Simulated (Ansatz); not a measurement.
Data:

```
SrTiO3
1.0
    3.83105     0.00000     0.00000
    0.00000     3.83105     0.00000
    0.00000     0.00000     3.86773
Sr Ti O
1 1 3
Direct
  0.00000   0.00000   0.00000
  0.50000   0.50000   0.50000
  0.50000   0.00000   0.50000
  0.00000   0.50000   0.50000
  0.50000   0.50000   0.00000
```

No spin polarisation.

Calculations: LDA (Ansatz, an electronic-structure program), scalar-relativistic without spin-orbit coupling. k-mesh 9×9×9 (Γ-centred); smearing 0.05 eV (Fermi–Dirac).

What mean in-plane stress (compression positive) does the calculation give?

+2.7 GPa.

What is the computed band gap?

1.84 eV.

The cells carry an imposed strain or load. Stability against distortions was not tested. The final runs are not spin-polarised. The cell was made from SrTiO$_{3}$ in the cubic perovskite structure (space group Pm-3m, No. 221) by this change: biaxial strain −0.60 %, plane normal [001], relaxed out of plane. Many cubic perovskites are stable only at high temperature; tilts and polar distortions were not tested.
